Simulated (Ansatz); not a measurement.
The parent structure is WSe2 in the rutile structure (space group P4_2/mnm, No. 136; a = 6.145 Å, c = 3.402 Å; a hypothetical phase, not in the database extracts checked).

Method: r2SCAN in Ansatz (plane waves to 500 eV, PAW, no spin-orbit coupling).

For the base:

```
Property   Result
--------  -------
Pressure  0.0 GPa
Band gap     zero
```

Modification: an isotropic linear strain of −3.97 %, atoms relaxed at fixed cell.

Task: Predict the new pressure, energy relative to the base, largest internal atomic displacement and band gap.

Result: The pressure (mean of the normal stresses, compression positive) goes from zero to 20.1 GPa; the energy goes up by 137 meV/atom; the largest internal atomic displacement comes out as 0.026 Å; the band gap is still zero.

Stability against distortions was not tested. The final runs are not spin-polarised. WSe2 has a high density of states at the Fermi level and may be magnetic at this level.

Ansatz is an electronic-structure program.
